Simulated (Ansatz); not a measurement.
## CdTe in the zinc blende structure (space group F-43m, No. 216)

```xyz
2
Lattice="0.0000 3.2446 3.2446 3.2446 0.0000 3.2446 3.2446 3.2446 0.0000" Properties=species:S:1:pos:R:3 pbc="T T T"
Te     4.8669     4.8669     4.8669
Cd     0.0000     0.0000     0.0000
```

Level of theory: PBEsol/PAW in Ansatz (a first-principles code), spin-orbit coupling left out. k-mesh 9×9×9 (Γ-centred); smearing 0.05 eV (Fermi–Dirac).

```yaml
volume_per_atom: 34.16 Å³
density: 5.83 g/cm³
band_gap: 0.65 eV, direct at Γ
electron_mass: 0.055 mₑ
Hole mass (degenerate bands, along [100]): 0.056, 0.51, 0.51 mₑ
Lowest conduction-band minima above the VBM: Γ 0.65 eV; L along ⟨111⟩ 1.73 eV
total_energy: -7543.172 eV/atom (σ→0; compares only within this code and set-up)
```

With Te present, leaving out spin-orbit coupling can change the band edges. Effective masses come from finite differences of ±0.01 Å⁻¹. No phonon test of stability was made.
